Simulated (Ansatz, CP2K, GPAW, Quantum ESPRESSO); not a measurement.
**One structure in several programs: Sr2CuO3 (Immm, 6 atoms in the cell)**

Self-consistent single point.

```
CELL_PARAMETERS angstrom
     -1.73196     1.93452     6.21334
      1.73196    -1.93452     6.21334
      1.73196     1.93452    -6.21334
ATOMIC_POSITIONS crystal
  Sr 0.14693 0.64693 0.50000
  Sr 0.85307 0.35307 0.50000
  Cu 0.50000 0.00000 0.50000
  O  0.00000 0.00000 0.00000
  O  0.34582 0.84582 0.50000
  O  0.65418 0.15418 0.50000
```

All programs got the same cell, k-point mesh and kind of occupations (in Ansatz's words: kpoints.mp_grid.grid = 6 6 6; scf.occupations.method = fermi_dirac; scf.occupations.width = 0.136 eV); potentials, basis and cutoffs are each program's usual ones.

```json
[
 {"code": "CP2K", "model": "PBEsol, GPW, DZVP-MOLOPT-PBE-GTH basis, GTH-PBE potentials (POTENTIAL_UZH)", "pressure (GPa)": "5.93", "largest force (eV/Å)": "0.273", "k-points": "112", "cutoff": "grid 600 Ry"},
 {"code": "GPAW", "model": "PBEsol, GPAW PAW datasets PBEsol (made by gpaw-setup)", "pressure (GPa)": "–", "largest force (eV/Å)": "0.303", "k-points": "46", "cutoff": "950 eV"},
 {"code": "Ansatz", "model": "PBEsol, PAW files made with PBE", "pressure (GPa)": "2.37", "largest force (eV/Å)": "0.152", "k-points": "46", "cutoff": "default"},
 {"code": "Quantum ESPRESSO", "model": "PBEsol, SSSP 1.1.2 efficiency (PBE) pseudopotentials", "pressure (GPa)": "2.68", "largest force (eV/Å)": "0.162", "k-points": "46", "cutoff": "55 Ry"}
]
```

Size of the force on each atom (eV/Å): Sizes of forces hide their directions.

```tsv
code	Sr1	Sr2	Cu3	O4	O5	O6
CP2K	0.014	0.014	0.000	0.000	0.273	0.273
GPAW	0.022	0.022	0.000	0.000	0.303	0.303
Ansatz	0.001	0.001	0.000	0.000	0.152	0.152
Quantum ESPRESSO	0.002	0.002	0.000	0.000	0.162	0.162
```

A dash marks a value that a program does not give, or that is left out as unsure.

The spread over the programs that give each value: pressure within 3.56 GPa; largest force within 0.151 eV/Å.

The starting cell comes from a database of computed structures (which also holds hypothetical and non-ambient phases and stackings), without a prior relaxation at this level. Its lattice was rescaled by a random factor within 2.5 % of one. On Ansatz's run: Spin polarisation is off; with an odd number of electrons in the cell that forces a metal, and a magnetic state may lie lower.

Problem. Why do the programs differ, and what cannot be compared?

Solution. Differences of this kind can come from the potentials, where these differ, and from what each basis and cutoff leave unconverged. The valence holds different numbers of electrons (CP2K 49, GPAW 49, Ansatz (a program for electronic structure) 57, Quantum ESPRESSO 57). The zero of total energies and Fermi levels follows the potentials and each program's conventions, so they are not compared here. CP2K uses small atom-centred bases, whose incompleteness enters pressures, forces and empty levels differently from a plane-wave cutoff. Ansatz's pressure is given at a fixed set of plane waves, as the other plane-wave codes print theirs; with its correction for the finite basis it is 2.69 GPa (the shift of 0.31 GPa shows how far the cutoff is from converged). The pressure of GPAW is left out: its cutoff lies under the one at which its stress was checked. The programs reduce the same mesh by symmetry to different extents, which changes the work and not the result. In the pressure, CP2K (by 3.41) lies more than 1 GPa from the median of the plane-wave programs. In the force vectors, CP2K (by 0.112) and GPAW (by 0.141) lie more than 0.08 eV/Å from the median of the plane-wave programs.

Left out of this page: ABINIT (with a known weakness of the program).

Keys are those of Ansatz 0.2.
